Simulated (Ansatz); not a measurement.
Consider Ti in the hcp (Mg type) structure (space group P6_3/mmc, No. 194; a = 2.9016 Å, c = 4.5930 Å; relaxed with 0.1 eV smearing). Axes: x lies along a and z along c of the hexagonal cell.

All numbers come from DFT with PBEsol, PAW potentials and a 420 eV plane-wave cutoff in Ansatz (a program for electronic structure), no SOC.

Strains are applied to the cell and any free atomic positions relax.

One change was made to it. Results:

| quantity | base | after |
|---|---|---|
| pressure (mean of the normal stresses, compression positive) | 0.0 GPa | -3.3 GPa |
| energy relative to the base (free energy F) | 0 meV/atom | +8.8 meV/atom |

Name the change that was made.
(A) uniaxial strain ε_zz = +2.00 %
(B) uniaxial strain ε_zz = +3.00 %
(C) uniaxial strain ε_zz = −1.50 %
(D) uniaxial strain ε_zz = −2.50 %
(E) uniaxial strain ε_zz = −0.50 %

B, uniaxial strain ε_zz = +3.00 %. For comparison, the energy relative to the base in the other runs: uniaxial strain ε_zz = +2.00 % gives +4.0 meV/atom; uniaxial strain ε_zz = −2.50 % gives +6.7 meV/atom; uniaxial strain ε_zz = −0.50 % gives +0.3 meV/atom; uniaxial strain ε_zz = −1.50 % gives +2.4 meV/atom.

Stability against distortions was not tested. The final runs are not spin-polarised.
